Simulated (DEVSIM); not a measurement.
System: Cr/SiO2/p-Ge capacitor, at 300 K.

```csv
layer (left to right),material,thickness (nm),Na (cm⁻³)
1,SiO2,14.0,-
2,Ge,380,2.4e18
```

Metal gate on the left, work function 4.5 eV. Fixed charge at the semiconductor interface 8.9e10 cm⁻² (in units of +e); no interface traps.

The device is made up for the run: typed textbook-type constants, with dimensions and the other settings drawn at random. Values at 300 K.

```tsv
parameter	SiO2	Ge
gap (eV)	9	0.664
affinity (eV)	0.9	4
permittivity	3.9	16
Nc (cm⁻³)	-	1.04e19
Nv (cm⁻³)	-	6e18
```

DEVSIM, 1D Poisson equation in equilibrium, Boltzmann statistics, complete ionisation; no quantum confinement or tunnelling. Metal contacts follow the ideal Schottky-Mott rule: no Fermi-level pinning, no interface dipoles.

The interface trap density was swept, all else fixed.

| interface trap density (cm^-2 eV^-1) | flat-band voltage (V) | minimum of the low-frequency capacitance (μF/cm²) |
|---|---|---|
| 0 | -0.20 | 0.187 |
| 1e10 | -0.20 | 0.187 |
| 1e11 | -0.23 | 0.188 |
| 3e11 | -0.28 | 0.190 |
| 1e12 | -0.48 | 0.195 |
| 2e12 | -0.77 | 0.201 |

From the first row to the last the flat-band voltage goes from -0.20 to -0.77. From the first row to the last the minimum of the low-frequency capacitance goes from 0.187 to 0.201.
